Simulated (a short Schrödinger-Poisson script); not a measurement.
**Symmetric double-gate stack, SiO2 on p-type Ge(100)**

Structure: symmetric double-gate stack, SiO2 on p-type Ge(100), at 400 K.

```csv
layer,material,thickness (nm),Na (cm⁻³)
1,SiO2,3.6,-
2,Ge,8,1e18
3,SiO2,3.6,-
```

Constants are typed, rounded textbook-type inputs, not results; the design itself was drawn at random and stands for no fabricated device. SiO2: permittivity 3.9, conduction-band edge (eV) 3.1, gap (eV) 9, electron mass (mₑ) 0.5. Ge: permittivity 16, conduction-band edge (eV) 0, gap (eV) 0.664, Nv at 300 K (cm⁻³) 6e18.

Channel valleys (confinement mass, in-plane density-of-states mass, number): L4 0.12, 0.295, 4. At the gates, both at one voltage, the conduction-band edge of layer 1 lies 3.43 eV − eVg above the Fermi level of the channel. Gaps are held at their typed values at every temperature. Mesh 0.03 nm at interfaces.

From a short Schrödinger-Poisson script (our own, NumPy): 1D Poisson equation in equilibrium, electrons quantum, Hartree (BenDaniel-Duke, 12 states a valley, the channel's in-plane mass for all, wave functions free to enter the dielectric), parabolic valleys, classical holes, full ionisation, no traps, pinning or gate leakage.

```
Vg (V)  electrons (cm⁻²)  C (μF/cm²)  L4 E0 (meV)  L4 E1 (meV)
------  ----------------  ----------  -----------  -----------
-0.15             1.05e6       0.562        573.8        682.5
0.15              3.82e9      0.0181        291.0        399.3
0.45             1.10e12        1.26         95.0        199.9
0.75             3.80e12        1.54         50.2        147.3
1.05             6.76e12        1.61         28.2        117.6
1.35             9.82e12        1.65         13.4         95.7
1.65             1.29e13        1.68          2.1         78.1
1.95             1.61e13        1.70         -7.0         63.3
2.25             1.93e13        1.72        -14.7         50.5
2.55             2.25e13        1.73        -21.3         39.4
```

Gate voltages with under 1e6 electrons/cm² are left out.

Subbands count from the Fermi level. The capacitance is that of both gates.

Only the L valleys are kept; under strong confinement the Δ valleys of Ge fill too.
